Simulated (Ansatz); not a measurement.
# HgTe (model structure, started from the PtS type, P4₂/mmc, No. 131, 4 atoms in the cell): properties by level of theory

```json
[
 {"level (code)": "PBE (Ansatz)", "equilibrium lattice constant a (Å)": "4.426", "lattice parameter c (Å)": "7.911"},
 {"level (code)": "PBEsol (Ansatz)", "equilibrium lattice constant a (Å)": "4.252", "lattice parameter c (Å)": "7.851"},
 {"level (code)": "PBE-D3(BJ) (Ansatz)", "equilibrium lattice constant a (Å)": "4.241", "lattice parameter c (Å)": "7.988"}
]
```

Ansatz's density-functional and Hartree–Fock values are scalar-relativistic unless marked +SOC, with PAW data made under PBE.

A model structure was made by putting elements into a prototype or built by hand; it is no filed structure, need not be a known phase, and can be a saddle point held by its symmetry.

Ansatz is an electronic-structure program.
